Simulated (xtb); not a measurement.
xtb 6.7.1, GFN2-xTB: Ba(Cl)(nacnac) (CC1=CC(C)=[N](C)->[Ba]([Cl])[N]1C), 24 atoms. The geometry is a generated start, not checked to be a minimum at this level.

```yaml
method: GFN2-xTB
"--acc": 1 (default)
"--etemp (K)": 300 (default)
detailed input (--input): "none: ANC optimiser, Lindh (1995) Hessian, microcycle=20, maxdispl=1.0, hlow=0.01 (default)"
basis_functions: 69
valence_electrons: 60
```

```xyz
24

Ba     1.9911    -0.4739     1.5801
Cl     1.4091    -2.0516     3.5925
C     -0.0628    -1.2582    -2.5690
C      0.2165    -0.7178    -1.1830
C     -0.2435     0.5822    -0.9428
C     -0.4076     1.3207     0.2341
C     -1.2139     2.5943     0.0913
N      0.0399     0.9625     1.4181
C     -0.3669     1.7283     2.5770
N      0.8200    -1.4808    -0.2979
C      1.0896    -2.8606    -0.6429
H     -0.4127    -0.4729    -3.2319
H      0.8339    -1.7037    -2.9980
H     -0.8315    -2.0293    -2.5206
H     -0.6849     1.0523    -1.8114
H     -1.3193     2.8724    -0.9528
H     -2.2115     2.4512     0.5069
H     -0.7392     3.4161     0.6252
H     -0.1544     1.1293     3.4658
H      0.1885     2.6776     2.6522
H     -1.4374     1.9555     2.5696
H      1.9093    -2.9461    -1.3708
H      0.2109    -3.3591    -1.0601
H      1.3768    -3.3884     0.2684
```

The structure is relaxed from this start with --opt LEVEL for the levels crude, sloppy, loose, lax, normal, tight, vtight, extreme, once each. Up to the end of the extreme run atoms move by at most 0.14 Å along an axis.

Task: What is the loosest level that ends within 1 meV of the extreme run, and how many cycles does it take?

Result: normal: 8 cycles against 44, ending 0.65 meV above.

| level | cycles | energy above the extreme run (meV) | gradient norm (eV/Å) |
|---|---|---|---|
| crude | 1 | 3.2 | 0.12 |
| sloppy | 1 | 3.2 | 0.12 |
| loose | 1 | 3.2 | 0.12 |
| lax | 1 | 3.2 | 0.12 |
| normal | 8 | 0.65 | 0.026 |
| tight | 15 | 0.27 | 0.0075 |
| vtight | 22 | 0.13 | 0.0044 |
| extreme | 44 | — | 0.0026 |
